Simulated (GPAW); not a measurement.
Input and output of a self-consistent single point for ZnS (P6_3mc, 8 atoms in the cell) (GPAW).

Level of theory: LDA (Perdew-Wang 92), GPAW PAW datasets LDA (gpaw-data 1.0.1) (plane waves; GPAW).

```
CELL_PARAMETERS angstrom
      3.72173     0.00000     0.00000
     -1.86086     3.22311     0.00000
      0.00000     0.00000    12.16743
ATOMIC_POSITIONS crystal
  Zn 0.66667 0.33333 0.74993
  Zn 0.33333 0.66667 0.24993
  Zn 0.00000 0.00000 0.50000
  Zn 0.00000 0.00000 0.00000
  S  0.66667 0.33333 0.93773
  S  0.33333 0.66667 0.43773
  S  0.00000 0.00000 0.68734
  S  0.00000 0.00000 0.18734
```

Reference input (self-consistent single point, DFT PBE, plane waves, GPAW PAW datasets PBE (gpaw-data 1.0.1)): mode = pw; ecut = 850 eV; xc = PBE; kpts = 8 8 3; mesh shift (steps) = 0 0 0; occupations.name = fermi-dirac; occupations.width = 0.02 eV; nbands = -4; convergence.bands = -2; symmetry.symmorphic = false; symmetry.tolerance = 0.0005; maxiter = 100. This run's input differs from it in these lines:

```diff
@@ -19,3 +19,3 @@
 calc = GPAW(mode={'name': 'pw', 'ecut': 850},
-            xc='PBE',
+            xc='LDA',
             kpts={'size': (8, 8, 3), 'gamma': True},
```

Its files differ too (potentials: GPAW PAW datasets LDA (gpaw-data 1.0.1)).

Output (repeated stretches shortened):

```
     iter     time        total  log10-change:
                         energy   eigst   dens
iter:   1 --:--:--   -33.523894   +0.93
iter:   2 --:--:--   -33.900318   +0.59  -1.21
iter:   3 --:--:--   -33.462256   +0.10  -1.24
iter:   4 --:--:--   -33.301275   -0.96  -1.42
iter:   5 --:--:--   -33.676533   -1.34  -1.61
iter:   6 --:--:--   -33.259541   -1.45  -1.58
iter:   7 --:--:--   -33.263858   -1.97  -2.38
iter:   8 --:--:--   -33.275441c  -2.11  -2.44
iter:   9 --:--:--   -33.264913c  -2.50  -2.22
iter:  10 --:--:--   -33.292899c  -2.56  -2.74
iter:  11 --:--:--   -33.273816c  -3.17  -2.63
   [... lines left out ...]
iter:  20 --:--:--   -33.261932c  -4.95  -3.90
iter:  21 --:--:--   -33.261930c  -4.94  -3.93
iter:  22 --:--:--   -33.261943c  -5.30  -4.10c
iter:  23 --:--:--   -33.261933c  -5.66  -4.14c
iter:  24 --:--:--   -33.261922c  -5.44  -4.19c
iter:  25 --:--:--   -33.261922c  -5.94  -4.47c
iter:  26 --:--:--   -33.261924c  -6.08  -4.67c
   [... 5 lines left out ...]
iter:  32 --:--:--   -33.261922c  -6.86  -5.00c
iter:  33 --:--:--   -33.261922c  -7.12  -5.09c
iter:  34 --:--:--   -33.261922c  -7.17  -5.11c
iter:  35 --:--:--   -33.261922c  -7.31  -5.35c
iter:  36 --:--:--   -33.261922c  -7.60c -5.53c
Converged after 36 iterations.

Dipole moment: (0.000000, -0.000000, 7.306893) |e|*Ang

Energy contributions relative to reference atoms: (reference = -238449.942589)

Kinetic:        +48.737187
Potential:      -39.701415
External:        +0.000000
XC:             -42.471871
Entropy (-ST):   -0.000000
Local:           +0.174177
SIC:             +0.000000
--------------------------
Free energy:    -33.261922
Extrapolated:   -33.261922

Showing only first 2 kpts
 Kpt  Band  Eigenvalues  Occupancy
  0    34      4.37563    2.00000
  0    35      4.37564    2.00000
  0    36      6.62686    0.00000
  0    37      7.48585    0.00000

  1    34      4.29730    2.00000
  1    35      4.29731    2.00000
  1    36      7.13307    0.00000
  1    37      7.54556    0.00000

Fermi level: 5.15702

Gap: 2.251 eV
Transition (v -> c):
   [... lines left out ...]
  2 Zn    0.00000   -0.00000    0.02019
  3 Zn    0.00000    0.00000    0.02019
  4 S    -0.00000   -0.00000   -0.01491
  5 S     0.00000    0.00000   -0.01491
  6 S     0.00000    0.00000   -0.01542
  7 S     0.00000   -0.00000   -0.01542

Stress tensor:
    -0.007270    -0.000000    -0.000000
    -0.000000    -0.007270     0.000000
    -0.000000     0.000000    -0.008160
Stress (GPa, Voigt): [-1.1648 -1.1648 -1.3073  0.     -0.     -0.    ]
```

The run converged in 36 iterations. GPAW prints stress with tension positive. Against the reference run the pressure goes from 8.83 to 1.21 GPa, the largest force moves little (0.022 to 0.020 eV/Å) and the gap on the mesh goes from 2.493 to 2.251 eV.

The starting cell comes from a database of computed structures (which also holds hypothetical and non-ambient phases and stackings), without a prior relaxation at this level. Its lattice was rescaled by a random factor within 2.5 % of one.

Cost on one core of a shared machine: roughly 4 min.
